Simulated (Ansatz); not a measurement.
Worked example: self-consistent single point of CrB (Cmcm, 4 atoms in the cell) in Ansatz (a first-principles code).

Method: LDA (PW92), default PAW files made with PBE (plane waves; Ansatz).

```
CrB
1.0
    1.45169    -3.89914     0.00000
    1.45169     3.89914     0.00000
    0.00000     0.00000     2.90195
Cr B
2 2
Cartesian
  1.45169  -2.76543   2.17646
  1.45169   2.76543   0.72549
  1.45169  -0.50642   2.17646
  1.45169   0.50642   0.72549
```

Reference input (self-consistent single point, DFT, PBEsol, plane waves, default PAW files made with PBE): kpoints.mp_grid.grid = 8 8 8; hamiltonian.xc = pbesol; hamiltonian.pseudopotentials = {kind: paw} (the program's default PAW files); scf.occupations.method = fermi_dirac; scf.occupations.width = 0.1 eV. This run's input differs from it in these lines:

Ansatz 0.2 input:
```diff
@@ -13,3 +13,3 @@
 hamiltonian:
-  xc: pbesol
+  xc: lda
   pseudopotentials: { kind: paw }
```

Log, with long lists cut:

```
SCF iter   1: F=—  HF=-6948.006935 eV  |F-HF|=—  |Δ(HF+E_count)|=         —  Δρ=8.17e-3  dr2=1.33e-2  ethr=1.77e-3  ⟨swp⟩=4.3  Hψ=8227  notcnv=0
all-band conjugate gradients solve this SCF's bands
preconditioner: auto → Kerker (q_TF=auto, 2.744 Å⁻¹)
SCF iter   2: F=—  HF=-6948.003741 eV  |F-HF|=—  |Δ(HF+E_count)|=   3.19e-3  Δρ=4.21e-3  dr2=4.71e-3  ethr=3.90e-5  ⟨swp⟩=1.9  Hψ=3591  notcnv=0
SCF iter   3: F=—  HF=-6948.002736 eV  |F-HF|=—  |Δ(HF+E_count)|=   1.01e-3  Δρ=1.11e-3  dr2=2.95e-4  ethr=1.39e-5  ⟨swp⟩=2.1  Hψ=2836  notcnv=0
SCF iter   4: F=—  HF=-6948.002663 eV  |F-HF|=—  |Δ(HF+E_count)|=   7.31e-5  Δρ=2.41e-4  dr2=2.74e-5  ethr=8.69e-7  ⟨swp⟩=2.9  Hψ=4101  notcnv=0
SCF iter   5: F=—  HF=-6948.002658 eV  |F-HF|=—  |Δ(HF+E_count)|=   5.01e-6  Δρ=9.02e-5  dr2=3.22e-6  ethr=8.06e-8  ⟨swp⟩=2.0  Hψ=3085  notcnv=0
SCF iter   6: F=—  HF=-6948.002657 eV  |F-HF|=—  |Δ(HF+E_count)|=   8.92e-7  Δρ=1.97e-5  dr2=1.58e-7  ethr=9.46e-9  ⟨swp⟩=2.0  Hψ=3037  notcnv=0
SCF iter   7: F=-6948.002657 eV  HF=-6948.002657 eV  |F-HF|=3.06e-9  |Δ(HF+E_count)|=   4.56e-8  Δρ=3.98e-6  dr2=3.11e-9  ethr=2.94e-10  ⟨swp⟩=4.0  Hψ=6838  notcnv=0
SCF 1 converged in 7 iterations: F = -6948.002657 eV  dr2 = 3.11e-9
Free energy (F): -6948.002657 eV
Internal energy: -6947.911736 eV  (E = F + TS)
E sigma→0 (E₀):  -6947.957197 eV
Entropy (-TS):   -0.090920 eV (-22.730 meV/atom)
Fermi energy:    18.231064 eV
--- Forces (eV/Å), atoms counted from 1 ---
  atom   1  Cr     0.00000000    -0.05601192     0.00000000
  atom   2  Cr     0.00000000     0.05601192     0.00000000
  atom   3  B      0.00000000     0.03980835     0.00000000
  atom   4  B      0.00000000    -0.03980835     0.00000000
--- Stress (GPa, compression-positive) ---
       -9.803516       0.000000       0.000000
        0.000000     -10.592875       0.000000
        0.000000       0.000000     -10.392321
  P = ⅓ Tr σ = -10.2629 GPa (-102.629 kbar)
  The stress holds the Pulay correction. Without it, at fixed plane waves, as pw.x and ABINIT print it: P = -10.5061 GPa
```

The run converged in 7 iterations. Against the reference run the pressure goes from -2.71 to -10.26 GPa and the largest force goes from 0.037 to 0.056 eV/Å.

The starting cell comes from a database of computed structures (which also holds hypothetical and non-ambient phases and stackings), without a prior relaxation at this level. Spin polarisation is off. With a pressure of about -10 GPa the cell is away from its equilibrium volume at this level. Ansatz's pressure includes its estimate of the finite-basis (Pulay) stress.
